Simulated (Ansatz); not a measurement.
## A constructed model of the (0001) surface of 4H silicon carbide, Si-terminated, (√3x√3)R30° Si adatom at T4 (bottom of the slab: 3 H on 3 bottom sites)

Level of theory: r2SCAN, at the PBE geometry and the start's symmetry (plane waves to 500 eV, PAW; Ansatz, a first-principles code).

Slab: 28 atoms, 10.8 Å thick at the start with caps and adatoms (thin: gaps and levels are the slab's own); k 6x6x1, smearing 0.025 eV, dipole-corrected; single point; on the structure that PBE left under its start's symmetry; spin-polarised, ending with about 1.0 μB a cell; orders that need a larger cell were not tried, no spin-orbit, no U. The program's check for a lower electronic state was not made. In PBE it is, or lies within 0.01 eV a 1x1 cell of, the lowest of the 2 structures of its composition computed so far; subsurface sites and larger cells were not tried.

```yaml
gap_of_the_slab_on_its_k_mesh: 0.89 eV
highest_filled_level_below_the_top_vacuum_level: 4.96 eV
magnetic_moment_of_the_cell: 1.00 μB
cost: about 4 core-minutes (a rough figure)
```
